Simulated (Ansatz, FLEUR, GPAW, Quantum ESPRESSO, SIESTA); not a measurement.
## One structure in several programs: Co (P6_3/mmc, 2 atoms in the cell)

Self-consistent single point.

```yaml
crystal:
  lattice:
    - [2.46557, 0.00000, 0.00000]
    - [-1.23279, 2.13525, 0.00000]
    - [0.00000, 0.00000, 4.01068]
  atoms:
    - { symbol: Co, position: [0.33333, 0.66667, 0.25000], spin: 3.0 }
    - { symbol: Co, position: [0.66667, 0.33333, 0.75000], spin: 3.0 }
```
(The spins are starting values, not results.)

Shared settings, as Ansatz (an electronic-structure program) writes them: kpoints.mp_grid.grid = 20 20 11; scf.occupations.method = gaussian; scf.occupations.width = 0.136 eV. Potentials and cutoffs stand in the table.

```json
[
 {"code": "SIESTA", "model": "GGA PBEsol, numerical atomic orbitals DZP, PseudoDojo PBEsol standard norm-conserving potentials (rewritten from UPF to PSML)", "pressure (GPa)": "-14.23", "size of the net moment (μB/atom)": "1.59", "cutoff": "grid 300 Ry"},
 {"code": "FLEUR", "model": "PBEsol, all-electron FLAPW (FLEUR), scalar-relativistic valence", "pressure (GPa)": "–", "size of the net moment (μB/atom)": "1.59", "cutoff": "Kmax 3.6 1/bohr"},
 {"code": "Ansatz", "model": "PBEsol, default PAW files made with PBE", "pressure (GPa)": "-4.29", "size of the net moment (μB/atom)": "1.59", "cutoff": "420 eV"},
 {"code": "GPAW", "model": "PBEsol, GPAW PAW datasets PBEsol (made by gpaw-setup)", "pressure (GPa)": "-2.42", "size of the net moment (μB/atom)": "1.59", "cutoff": "800 eV"},
 {"code": "Quantum ESPRESSO", "model": "PBEsol, PSlibrary ultrasoft (PBE) pseudopotentials", "pressure (GPa)": "-5.28", "size of the net moment (μB/atom)": "1.60", "cutoff": "50 Ry"}
]
```

A dash marks a value that a program does not give, or that is left out as unsure.

On Ansatz's run: the magnetic order is the one reached from the typed start; others were not searched systematically.

The spread over the programs that give each value: pressure within 11.81 GPa; size of the net moment within 0.01 μB/atom.

SIESTA uses small atom-centred bases, whose incompleteness enters pressures, forces and empty levels differently from a plane-wave cutoff. FLEUR treats all electrons, but the usual bases taken here (sphere radii, linearisation, local orbitals, empty states) were not tested for convergence, so the values are no reference for the others. Ansatz's pressure is given at a fixed set of plane waves, as the other plane-wave codes print theirs; with its correction for the finite basis it is -4.08 GPa (the shift of 0.21 GPa shows how far the cutoff is from converged). In the pressure, SIESTA (by 9.94) and GPAW (by 1.87) lie more than 1 GPa from the median of the plane-wave programs.

The starting cell comes from a database of computed structures (which also holds hypothetical and non-ambient phases and stackings), without a prior relaxation at this level. Its lattice was rescaled by a random factor within 2.5 % of one.

Keys are those of Ansatz 0.2.
